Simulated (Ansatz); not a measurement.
The reference is Ge in the diamond structure (space group Fd-3m, No. 227; a = 5.6744 Å). Axes: x, y, z lie along the cube axes.

The values are results of r2SCAN, PAW, 500 eV (Ansatz, a program for electronic structure; without spin-orbit coupling), not measurements.

It is then changed as follows: biaxial strain +3.00 %, plane normal [001], relaxed out of plane (Cartesian); in-plane vectors clamped, the third vector and the atoms free.

Q: Estimate the effect on the energy relative to the base, ratio −ε⊥/ε∥ and in-plane stress.

A: The energy increases by 16 meV/atom; the ratio −ε⊥/ε∥ is 0.69; the mean in-plane stress (compression positive) is -3.6 GPa.

No phonon test of stability was made.
